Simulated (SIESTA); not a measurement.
Checking a run of SIESTA on TiTl2F6 (P-3m1, 9 atoms in the cell). The aim is a self-consistent single point with DFT, GGA PBEsol, numerical atomic orbitals DZP, PseudoDojo PBEsol standard norm-conserving potentials (rewritten from UPF to PSML).

Cell that was meant: a = 6.0594 Å, b = 6.0594 Å, c = 4.8771 Å, α = 90.00°, β = 90.00°, γ = 120.00°.

Part of the input:

```
    -0.500000000    0.866025499    0.000000000
     0.000000000    0.000000000    0.804886884
%endblock LatticeVectors
AtomicCoordinatesFormat      Fractional
%block AtomicCoordinatesAndAtomicSpecies
     0.000000000    0.000000000    0.000000000  1
     0.500000500    0.288674878    0.251599591  2
```

Log, with long lists cut:

```
reinit: Reading from file input.fdf

reinit: System Name: TiTl2F6
reinit: System Label: TiTl2F6

   [... lines left out ...]
       -3.029681    5.247562    0.000000
        0.000000    0.000000    4.877101

outcell: Cell vector modules (Ang)   :    6.059362    6.059362    4.877101
outcell: Cell angles (23,13,12) (deg):     90.0000     90.0000    120.0000
outcell: Cell volume (Ang**3)        :    155.0766
new_DM -- step:     1
Initializing Density Matrix...

Attempting to read DM from file... Failed...
DM filled with atomic data:

InitMesh: MESH = 60 x 60 x 54 = 194400
InitMesh: Mesh cutoff (required, used) =   300.000   338.818 Ry

stepf: Fermi-Dirac step function
        iscf     Eharris(eV)        E_KS(eV)     FreeEng(eV)     dDmax    Ef(eV) dHmax(eV)
   scf:    1    -8874.118988    -8906.939678    -8906.939678  1.697213 -5.084745 22.253238
   scf:    2    -8912.246583    -8922.901886    -8922.901886  0.406944 -6.362582  7.844260
   scf:    3    -8915.731152    -8923.381997    -8923.381997  0.234854 -5.524265  8.645464
   scf:    4    -8914.691209    -8923.308006    -8923.308006  0.204744 -6.257434  7.022258
   scf:    5    -8925.678400    -8925.752158    -8925.752158  0.128924 -6.063364  0.803612
   [... 5 lines left out ...]
   scf:   11    -8925.805717    -8925.805880    -8925.805880  0.001916 -6.198286  0.020557
   scf:   12    -8925.805870    -8925.805906    -8925.805906  0.001802 -6.197392  0.017523
   scf:   13    -8925.805921    -8925.805920    -8925.805920  0.000212 -6.195625  0.000813
   scf:   14    -8925.805920    -8925.805920    -8925.805920  0.000056 -6.195440  0.000450
SCF Convergence by DM+H criterion
max |DM_out - DM_in|         :     0.0000555646
max |H_out - H_in|      (eV) :     0.0004496223
SCF cycle converged after 14 iterations

Using DM_out to compute the final energy and forces

siesta: E_KS(eV) =            -8925.8059

siesta: E_KS - E_eggbox =     -8925.8059

siesta: Atomic forces (eV/Ang):
     1   -1.265138    0.764463   -2.192791
     2   -0.179529   -0.571304    0.274565
     3    1.176049    0.482968    0.957676
     4    0.651825   -0.135670    1.260058
     5    1.210895    2.149433   -1.144063
     6    0.392276   -0.388768   -0.110439
     7    0.837973   -1.469089   -1.243274
     8   -1.374971   -1.776442    2.739485
     9   -1.443533    0.936212   -0.541120
   Tot    0.005847   -0.008197    0.000095
   [... lines left out ...]
siesta: FreeEng =     -8925.805920
   [... lines left out ...]
siesta:    -0.016992    0.004389   -0.004637
siesta:     0.001270   -0.004637    0.048708

siesta: Cell volume =        155.076584 Ang**3

siesta: Pressure (static):
siesta:                Solid            Molecule  Units
siesta:          -0.00040175         -0.00075596  Ry/Bohr**3
siesta:          -0.03688733         -0.06940914  eV/Ang**3
siesta:         -59.10001805       -111.20570791  kBar
```

**Question.** Is this run sound? If not, what is wrong?

**Answer.** The run is not sound. The fault is fractional and Cartesian coordinates mixed up. Numbers meant as fractions of the cell vectors were read as lengths, or the reverse, so the atoms sit in the wrong places. To fix it, make label and numbers agree, by changing either. The run converged in 14 iterations without an error; against the sound input the free energy rises by 895 meV/atom, the pressure goes from -5.64 to -5.91 GPa, the largest force goes from 0.763 to 3.543 eV/Å and the gap on the mesh goes from 3.670 to 0.326 eV.

An input that runs soundly differs in these lines (not the only fix; some lines may just follow from the change or write a value another way):
```diff
-AtomicCoordinatesFormat      Fractional
+AtomicCoordinatesFormat      ScaledCartesian
```

With that input, the run converged in 10 iterations: free energy E − TS -8933.8579 eV; top of the valence band (on the code's own zero) -8.12 eV; gap on the k-point mesh 3.67 eV; pressure -5.64 GPa; largest force (vector length) 0.763 eV/Å (DFT, GGA PBEsol, numerical atomic orbitals DZP, PseudoDojo PBEsol standard norm-conserving potentials (rewritten from UPF to PSML)).

On the sound input: the starting cell comes from a database of computed structures (which also holds hypothetical and non-ambient phases and stackings), without a prior relaxation at this level. Its lattice was rescaled by a random factor within 2.5 % of one. Spin-orbit coupling is off. Values carry the incompleteness of an atom-centred basis. With a pressure of about -6 GPa the cell is away from its equilibrium volume at this level.
